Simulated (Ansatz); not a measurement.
The parent structure is BP in the zinc blende structure (space group F-43m, No. 216; a = 4.536 Å).

Computed with r2SCAN/PAW in Ansatz (an electronic-structure program), no SOC, earlier PAW set.

For the base:

Smallest direct gap: 3.60 eV
Pressure: 0.00 GPa

Now apply this change: the cell is scaled by 1.0054 in all directions; the atoms relax in the strained cell.

Q: What happens to the smallest direct gap?

A: The smallest direct gap drops by 0.02 eV (3.60 eV → 3.58 eV).

Q: What happens to the pressure?

A: The pressure goes from zero to -2.66 GPa.

Whether these cells are dynamically stable was not tested.
